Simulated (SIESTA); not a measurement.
# SIESTA run on MgS (F-43m, 2 atoms in the cell): self-consistent single point

Method of the run: LDA PW92, numerical atomic orbitals DZP, PseudoDojo LDA standard norm-conserving potentials (rewritten from UPF to PSML) in SIESTA 5.4.2.

The input file:

```
# files in the folder: Mg.psml S.psml (PseudoDojo LDA standard)
SystemName  MgS
SystemLabel MgS

NumberOfAtoms                2
NumberOfSpecies              2
%block ChemicalSpeciesLabel
  1 12 Mg
  2 16 S
%endblock ChemicalSpeciesLabel
LatticeConstant              1.0 Ang
%block LatticeVectors
     0.000000000    2.847286000    2.847286000
     2.847286000    0.000000000    2.847286000
     2.847286000    2.847286000    0.000000000
%endblock LatticeVectors
AtomicCoordinatesFormat      ScaledCartesian
%block AtomicCoordinatesAndAtomicSpecies
     0.000000000    0.000000000    0.000000000  1
     4.270929000    4.270929000    4.270929000  2
%endblock AtomicCoordinatesAndAtomicSpecies

XC.functional                LDA
XC.authors                   PW92
PAO.BasisSize                DZP
PAO.EnergyShift              0.01 Ry
MeshCutoff                   350 Ry
%block kgrid.MonkhorstPack
    8   0   0  0.0
    0   8   0  0.0
    0   0   8  0.0
%endblock kgrid.MonkhorstPack
OccupationFunction           FD
ElectronicTemperature        10 K

MaxSCFIterations             150
SCF.Mixer.Method             Broyden
SCF.Mixer.Weight             0.25
SCF.Mixer.History            8
SCF.DM.Tolerance             1.0E-04
Diag.ParallelOverK           true
WriteForces                  true
Charge.Mulliken              end
```

Log, with long lists cut:

```
reinit: Reading from file input.fdf

reinit: System Name: MgS
reinit: System Label: MgS

coor:   Atomic-coordinates input format  =     Cartesian coordinates
coor:                                          (in units of alat)

siesta: Atomic coordinates (Bohr) and species
siesta:      0.00000   0.00000   0.00000  1        1
siesta:      8.07089   8.07089   8.07089  2        2

siesta: System type = bulk

initatomlists: Number of atoms, orbitals, and projectors:      2    22    26

siesta: ******************** Simulation parameters ****************************
redata: Spin configuration                          = none
redata: Time-Reversal Symmetry                      = T
redata: Number of Atomic Species                    =        2
redata: Mesh Cutoff                                 =   350.0000 Ry
redata: Net charge of the system                    =     0.0000 |e|
redata: Min. number of SCF Iter                     =        0
redata: Max. number of SCF Iter                     =      150
redata: SCF convergence failure will abort job
redata: SCF mix quantity                            = Hamiltonian
redata: Mix DM or H after convergence               =   F
redata: Recompute H after scf cycle                 =   F
redata: Mix DM in first SCF step                    =   T
redata: No kicks to SCF
redata: DM Mixing Weight for Kicks                  =     0.5000
redata: Require Harris convergence for SCF          =   F
redata: Harris energy tolerance for SCF             =     0.000100 eV
redata: Require DM convergence for SCF              =   T
redata: DM tolerance for SCF                        =     0.000100
redata: Require EDM convergence for SCF             =   F
redata: EDM tolerance for SCF                       =     0.001000 eV
redata: Require H convergence for SCF               =   T
redata: Hamiltonian tolerance for SCF               =     0.001000 eV
redata: Require (free) Energy convergence for SCF   =   F
redata: (free) Energy tolerance for SCF             =     0.000100 eV
redata: Using DFT-D3 dispersion                     =   F
redata: Using Saved Data (generic)                  =   F
redata: Method of Calculation                       = Diagonalization
redata: Electronic Temperature                      =    10.0000 K
redata: Number of TDED substeps                     =        3
redata: Dynamics option                             = Single-point calculation
redata: Save all siesta data in one NC              =   F
redata: ***********************************************************************

%block SCF.Mixers
  Broyden
%endblock SCF.Mixers

%block SCF.Mixer.Broyden
  # Mixing method
  method broyden

  # Mixing options
  weight 0.2500
  weight.linear 0.2500
  weight.prime 0.2500
  history 8
%endblock SCF.Mixer.Broyden

DM_history_depth set to one: no extrapolation allowed by default for geometry relaxation
Size of DM history Fstack: 1
Total number of electrons:    16.000000
Total ionic charge:    16.000000

* ProcessorY, Blocksize:    1  23

* Orbital distribution balance (max,min):    22    22

k-point displ. along   1 input, could be:     0.00    0.50
k-point displ. along   2 input, could be:     0.00    0.50
k-point displ. along   3 input, could be:     0.00    0.50
 Kpoints in:          320 . Kpoints trimmed:          296

siesta: k-grid: Number of k-points = 296
siesta: k-points from Monkhorst-Pack grid
siesta: k-cutoff (effective) =    16.107 Ang
siesta: k-point supercell and displacements
siesta: k-grid:     8     0     0      0.000
siesta: k-grid:     0     8     0      0.000
siesta: k-grid:     0     0     8      0.000

diag: Algorithm                                     = D&C
diag: Parallel over k                               =   F
diag: Use parallel 2D distribution                  =   F
diag: Parallel block-size                           = 23
diag: Parallel distribution                         =     1 x     1
diag: Used triangular part                          = Lower
diag: Absolute tolerance                            =  0.100E-15
diag: Orthogonalization factor                      =  0.100E-05
diag: Memory factor                                 =  1.0000

superc: Internal auxiliary supercell:     5 x     5 x     5  =     125
superc: Number of atoms, orbitals, and projectors:    250   2750   3250

                        Single-point calculation

superc: Internal auxiliary supercell:     5 x     5 x     5  =     125
superc: Number of atoms, orbitals, and projectors:    250   2750   3250

outcell: Unit cell vectors (Ang):
        0.000000    2.847286    2.847286
        2.847286    0.000000    2.847286
        2.847286    2.847286    0.000000

outcell: Cell vector modules (Ang)   :    4.026670    4.026670    4.026670
outcell: Cell angles (23,13,12) (deg):     60.0000     60.0000     60.0000
outcell: Cell volume (Ang**3)        :     46.1661
new_DM -- step:     1
Initializing Density Matrix...

Attempting to read DM from file... Failed...
DM filled with atomic data:

InitMesh: MESH = 40 x 40 x 40 = 64000
InitMesh: Mesh cutoff (required, used) =   350.000   409.092 Ry

stepf: Fermi-Dirac step function

        iscf     Eharris(eV)        E_KS(eV)     FreeEng(eV)     dDmax    Ef(eV) dHmax(eV)
   scf:    1    -1914.930587    -1914.989374    -1914.989374  1.668317 -5.240489  5.014358
   scf:    2    -1915.446506    -1915.239989    -1915.239989  0.038767 -5.670423  3.316893
   scf:    3    -1915.357763    -1915.323562    -1915.323562  0.034581 -4.327636  0.968746
   scf:    4    -1915.332026    -1915.328556    -1915.328556  0.019778 -2.667770  0.108710
   scf:    5    -1915.328612    -1915.328589    -1915.328589  0.001276 -2.705852  0.002495
   scf:    6    -1915.328591    -1915.328590    -1915.328590  0.000073 -2.706132  0.001764
   scf:    7    -1915.328591    -1915.328590    -1915.328590  0.000054 -2.706345  0.001281
   scf:    8    -1915.328591    -1915.328591    -1915.328591  0.000040 -2.706460  0.000936

SCF Convergence by DM+H criterion
max |DM_out - DM_in|         :     0.0000397475
max |H_out - H_in|      (eV) :     0.0009358830
SCF cycle converged after 8 iterations

Using DM_out to compute the final energy and forces

siesta: E_KS(eV) =            -1915.3286

siesta: E_KS - E_eggbox =     -1915.3286

siesta: Atomic forces (eV/Ang):
     1   -0.000000   -0.000000   -0.000000
     2    0.000000    0.000000    0.000000
   Tot   -0.000000   -0.000000   -0.000000
   Max    0.000000
   Res    0.000000    sqrt( Sum f_i^2 / 3N )
   Max    0.000000    constrained

Stress tensor Voigt[x,y,z,yz,xz,xy] (kbar):       26.63       26.63       26.63        0.00        0.00        0.00
(Free)E + p*V (eV/cell)    -1916.0959
Target enthalpy (eV/cell)    -1915.3286

siesta: Program's energy decomposition (eV):
siesta: Ebs     =      -520.744834
siesta: Eions   =      2520.093458
siesta: Ena     =       316.110534
siesta: Ekin    =      1021.545534
siesta: Enl     =      -448.301061
siesta: Eso     =         0.000000
siesta: Edftu   =         0.000000
siesta: DEna    =        10.502700
siesta: DUscf   =         0.585726
siesta: DUext   =         0.000000
siesta: Ex      =      -266.758501
siesta: Ec      =       -28.920065
siesta: Exc     =      -295.678566
siesta: Eharris =     -1915.328591
siesta: Etot    =     -1915.328591
siesta: FreeEng =     -1915.328591

siesta: Stress tensor (static) (eV/Ang**3):
siesta:     0.016620    0.000000    0.000000
siesta:     0.000000    0.016620    0.000000
siesta:     0.000000    0.000000    0.016620

siesta: Cell volume =         46.166109 Ang**3

siesta: Pressure (static):
siesta:                Solid            Molecule  Units
siesta:          -0.00018101         -0.00018101  Ry/Bohr**3
siesta:          -0.01661993         -0.01661993  eV/Ang**3
siesta:         -26.62807005        -26.62807005  kBar

mulliken: Atomic and Orbital Populations:

Species: Mg
Atom  Qatom  Qorb
               2s      3s      3s      2py     2pz     2px     3py     3pz
               3px
   1  9.532   1.997   0.630   0.035   2.004   2.004   2.004   0.286   0.286
              0.286

Species: S
Atom  Qatom  Qorb
               3s      3s      3py     3pz     3px     3py     3pz     3px
               3Pdxy   3Pdyz   3Pdz2   3Pdxz   3Pdx2-y2
   2  6.468   1.640   0.070   1.634   1.634   1.634  -0.060  -0.060  -0.060
              0.010   0.010   0.003   0.010   0.003

mulliken: Qtot =       16.000

Mulliken Atomic Populations:
Atom #   charge [q] valence [e]  Species
     1     0.468101    9.531899  Mg
     2    -0.468101    6.468101  S
 Total     0.000000
```

The run converged in 8 iterations.

The starting cell comes from a database of computed structures (which also holds hypothetical and non-ambient phases and stackings), without a prior relaxation at this level. Its lattice was rescaled by up to half a per cent. Values carry the incompleteness of an atom-centred basis.
